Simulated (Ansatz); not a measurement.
For Be3N2 (R3m, No. 160, 5 atoms in the cell; start mp-1070456; a measured phase of this formula has another space group), LDA (PAW; Ansatz, a quantum-chemistry and plane-wave program) gives:

```
Quantity                   Value
------------------  ------------
lattice constant a       2.810 Å
c axis length           14.400 Å
bulk modulus             227 GPa
cohesive energy     6.16 eV/atom
band gap                 2.74 eV
```

Q: What does r²SCAN (PAW; Ansatz) give for the same quantities?

A: 
- lattice constant a: 2.835 Å (increases by 0.9 %)
- lattice parameter c: 14.584 Å (goes up by 1.3 %)
- bulk modulus: 220 GPa (shrinks by 3.1 %)
- cohesive energy: 5.36 eV/atom (decreases by 0.80 eV/atom)
- band gap: 3.42 eV (grows by 0.68 eV)

Changes are worked out from the printed values.

Unless a cell is named, each level is at its own relaxed cell (LDA 6.56, r²SCAN 6.77 Å³/atom).

Density-functional gaps are differences of (generalised) Kohn–Sham levels.

Caveats: the bulk modulus is −V dP/dV from two relaxed cells at ±2 % in volume (LDA, r²SCAN); the relaxation could not lower the start's symmetry, so the cell can be a saddle point above a distorted one (LDA, r²SCAN). Ansatz's density-functional and Hartree–Fock values are scalar-relativistic unless marked +SOC, with PAW data made under PBE.

A start named mp-… is a Materials Project structure, which need not be a measured phase.
